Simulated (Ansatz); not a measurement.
Start from HfO2 in the fluorite structure (space group Fm-3m, No. 225).

```xyz
3
Lattice="0.0000 2.5292 2.5292 2.5292 0.0000 2.5292 2.5292 2.5292 0.0000" Properties=species:S:1:pos:R:3 pbc="T T T"
Hf     0.0000     0.0000     0.0000
O      1.2646     1.2646     1.2646
O      3.7938     3.7938     3.7938
```

Level of theory: r2SCAN/PAW in Ansatz (a first-principles code), without spin-orbit coupling.

Before the change:

```
Quantity                          Value
-----------------------------  --------
Band gap                        4.30 eV
Shortest interatomic distance  219.0 pm
```

Perturbation: hydrostatic tension (pressure −2 GPa).

How does this affect the band gap and shortest interatomic distance?

The band gap falls by 0.02 eV, from 4.30 eV to 4.28 eV; the shortest interatomic distance goes up by 0.55 pm, from 219.0 pm to 219.6 pm.

Spin-orbit coupling, missing from the scalar runs, can matter with Hf. Load acts through the strain it causes; cell and atoms are relaxed under it. No phonon test of stability was made. This is not the structure that HfO2 has at room temperature and ambient pressure.
